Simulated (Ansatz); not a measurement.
Consider AlRu in the CsCl type structure (space group Pm-3m, No. 221; a = 2.976 Å).

The values are results of PBEsol (Ansatz, an electronic-structure program; PAW; 420 eV plane waves; scalar-relativistic without spin-orbit coupling), not measurements.

One change was made to it. Results:

| quantity | base | after |
|---|---|---|
| shortest interatomic distance | 2.578 Å | 2.545 Å |
| density | 8.06 g/cm³ | 8.37 g/cm³ |

Problem. Which change produced these results?
(A) pressure 2.1 GPa
(B) pressure 22.5 GPa
(C) pressure 9 GPa
(D) pressure 0.9 GPa
(E) pressure 4.5 GPa

Solution. C, pressure 9 GPa. For comparison, the shortest interatomic distance in the other runs: pressure 2.1 GPa gives 2.570 Å; pressure 4.5 GPa gives 2.561 Å; pressure 0.9 GPa gives 2.574 Å; pressure 22.5 GPa gives 2.505 Å.

Load acts through the strain it causes; cell and atoms are relaxed under it. Stability against distortions was not tested. Competing high-pressure phases were not computed. The final runs are not spin-polarised.
